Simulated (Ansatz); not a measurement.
IrO2 under a change: pressure −2 GPa

Take IrO2 in the rutile structure (space group P4_2/mnm, No. 136; a = 4.529 Å, c = 3.180 Å) as the base.

Now apply this change: a negative pressure, −2 GPa.

Calculations: PBE (Ansatz, a program for electronic structure, PAW, no spin-orbit coupling). k-mesh 10×10×15 (Γ-centred); smearing 0.05 eV (Fermi–Dirac).

```tsv
quantity	base	changed	shift
volume per atom	10.87 Å³	10.96 Å³	+0.085 Å³
density	11.42 g/cm³	11.33 g/cm³	-0.09 g/cm³
lattice parameter a	4.529 Å	4.544 Å	+0.015 Å
c/a ratio	0.702	0.701	-0.001
shortest interatomic distance	1.976 Å	1.982 Å	+0.006 Å
enthalpy H = E + PV relative to the base's energy	–	-0.14 eV/atom	–
band gap	zero	zero	–
```

Final structure:

```yaml
crystal:
  lattice:
    - [4.54380, 0.00000, 0.00000]
    - [0.00000, 4.54380, 0.00000]
    - [0.00000, 0.00000, 3.18415]
  atoms:
    - { symbol: Ir, position: [0.00000, 0.00000, 0.00000] }
    - { symbol: Ir, position: [0.50000, 0.50000, 0.50000] }
    - { symbol: O, position: [0.30837, 0.30837, 0.00000] }
    - { symbol: O, position: [0.80837, 0.19163, 0.50000] }
    - { symbol: O, position: [0.19163, 0.80837, 0.50000] }
    - { symbol: O, position: [0.69163, 0.69163, 0.00000] }
```

Cost of the whole job for the changed cell (relaxation, final SCF and bands): about 110 core-seconds (a rough figure).

Load acts through the strain it causes; cell and atoms are relaxed under it. Stability against distortions was not tested. No Hubbard U is applied, and correlation can decide whether such a compound is a metal. The final runs are not spin-polarised.
